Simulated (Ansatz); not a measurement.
**Effect of tensor shear ε_xy = +1.58 % on TiB2**

Start from TiB2 (space group P6/mmm, No. 191; a = 3.017 Å, c = 3.185 Å). Axes: x lies along a and z along c of the hexagonal cell.

Now apply this change: tensor shear ε_xy = +1.58 % (engineering shear γ = 0.0316), atoms relaxed at fixed cell.

Calculations: DFT with PBEsol, PAW potentials and a 420 eV plane-wave cutoff in Ansatz (a quantum-chemistry and plane-wave program), without spin-orbit coupling, earlier PAW set. k-mesh 13×13×10 (Γ-centred); smearing 0.05 eV (Fermi–Dirac).

| quantity | base | changed | shift |
|---|---|---|---|
| space group | P6/mmm (No. 191) | P2/m (No. 10) | – |
| energy relative to the base (free energy F) | 0 meV/atom | +8.0 meV/atom | +8.0 meV/atom |
| pressure (mean of the normal stresses, compression positive) | 0.0 GPa | 0.2 GPa | +0.2 GPa |
| band gap | zero | zero | – |
| stress (xx, yy, zz, yz, xz, xy; compression positive) (rough) | – | (0.3, 0.3, 0.2, 0.0, 0.0, -9.6) GPa | – |

Final structure:

```
CELL_PARAMETERS angstrom
      3.01728     0.04767     0.00000
     -1.46736     2.58921     0.00000
      0.00000     0.00000     3.18495
ATOMIC_POSITIONS crystal
  Ti 0.00000 0.00000 0.00000
  B  0.33224 0.66677 0.50000
  B  0.66776 0.33323 0.50000
```

Cost of the whole job for the changed cell (relaxation, final SCF and bands): roughly 40 core-seconds.

The mesh was chosen for an insulator and is coarse for the gapless case. Without a gap, meshes like the base's 13×13×10 leave anisotropic stresses uncertain by several tenths of a GPa, and small strain energies with them. The cells carry an imposed strain or load. Stability against distortions was not tested. All final runs are without spin polarisation.
